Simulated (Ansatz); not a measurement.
## Variants of one calculation on Tl₂HgGeTe₄ (I-42m, 8 atoms in the cell)

```
Tl2HgGeTe4
1.0
   -4.29892     4.29892     3.60364
    4.29892    -4.29892     3.60364
    4.29892     4.29892    -3.60364
Tl Ge Hg Te
2 1 1 4
Direct
  0.50000   0.00000   0.50000
  0.00000   0.50000   0.50000
  0.00000   0.00000   0.00000
  0.50000   0.50000   0.00000
  0.95170   0.60298   0.00000
  0.39702   0.39702   0.34872
  0.60298   0.95170   0.00000
  0.04830   0.04830   0.65128
```

Base run A: PBEsol, PAW files made with PBE in Ansatz (an electronic-structure program), self-consistent single point.

Its settings: basis.ecutwfc = 420 eV; kpoints.mp_grid.grid = 4 4 4; hamiltonian.xc = pbesol; hamiltonian.pseudopotentials = {kind: paw} (the program's default PAW files); scf.occupations.method = fermi_dirac; scf.occupations.width = 0.1 eV.

The starting cell comes from a database of computed structures (which also holds hypothetical and non-ambient phases and stackings), without a prior relaxation at this level. Spin-orbit coupling is off. Ansatz's pressure includes its estimate of the finite-basis (Pulay) stress.

ΔF is the free energy per atom less that of run A. A dash stands where there is no value to compare (another energy zero or no entropy term, no result, no spin, no clean gap, or a mesh too coarse for one). 

Runs F sample the zone with one or two k-points, far too few for so small a cell.

Runs:
- B: hamiltonian.pseudopotentials: {kind: paw} (the program's default PAW files) → {kind: paw_fr}; magnetization.noncollinear: default → true; magnetization.spin_orbit: default → false
- C: crystal.symmetry.detect: default → false
- D: scf.convergence.dr2_threshold: default (1e-07 eV) → 0.001 eV
- E: 1 x 2 x 1 supercell, mesh divided to match; kpoints.mp_grid.grid: 4 4 4 → 4 2 4
- F: kpoints.mp_grid.grid: 4 4 4 → 1 1 1
- G: scf.mixing.preconditioner: default (the program chose Resta) → kerker; scf.mixing.q_tf: default → 3
- H: scf.self_checks: default → high
- I: scf.mixing.algorithm: default (the program chose MSR1) → anderson; scf.mixing.beta: default → 0.5

| run | ΔF (meV/atom) | pressure (GPa) | largest force (eV/Å) | gap on the mesh (eV) | k-points | valence electrons |
|---|---|---|---|---|---|---|
| A | 0.00 | -2.43 | 0.205 | 0.477 | 13 | 124 |
| B | – | -2.43 | 0.205 | – | 13 | 124 |
| C | 0.00 | -2.43 | 0.205 | 0.477 | 36 | 124 |
| D | 0.01 | -2.43 | 0.206 | 0.476 | 13 | 124 |
| E | 0.00 | -2.43 | 0.205 | 0.477 | 14 | 248 |
| F | -654.1 | -6.86 | 1.167 | – | 1 | 124 |
| G | 0.00 | -2.43 | 0.205 | 0.477 | 13 | 124 |
| H | 0.00 | -2.43 | 0.205 | 0.477 | 13 | 124 |
| I | 0.00 | -2.43 | 0.205 | 0.477 | 13 | 124 |

Run F against A: The free energy goes down by 654 meV/atom, the pressure goes from -2.43 to -6.86 GPa and the largest force goes from 0.205 to 1.167 eV/Å.

Run E against A: The free energy stays essentially unchanged (within 1 meV/atom), the pressure stays at -2.43 GPa, the largest force stays at 0.205 eV/Å and the gap on the mesh stays at 0.477 eV.

Keys are those of Ansatz 0.2.
